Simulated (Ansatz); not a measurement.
# GaP under a change: Ga on a P site (antisite), symmetric start

Consider a 16-atom supercell of GaP in the zinc blende structure (space group F-43m, No. 216; a = 5.506 Å) at its relaxed geometry.

Modification: one P atom is replaced by Ga, atoms relaxed at fixed cell.

Method: PBE in Ansatz (plane waves to 420 eV, PAW, scalar-relativistic without spin-orbit coupling). k-mesh 4×4×4 (Γ-centred); smearing 0.01 eV (Fermi–Dirac).

```csv
quantity,base,changed,shift
pressure,0.0 GPa,1.7 GPa,+1.7 GPa
energy gained by relaxation,–,0.06 eV,–
largest displacement of a host atom from its site in the perfect cell,–,0.05 Å,–
```

The magnetic state is the one reached from the starting moments; the real material's order can differ, and small cells can't hold many antiferromagnetic ones. In so small a cell the defect repeats every few ångströms: this is an ordered compound, not a dilute defect. The mesh was chosen for an insulator and is coarse for the gapless case. The defect started on the symmetric site and kept its symmetry, so it may sit on a saddle. The defect cell is spin-polarised and ends with 0.3 μB, a fractional moment that hangs on the mesh and smearing.

Ansatz is an electronic-structure program.
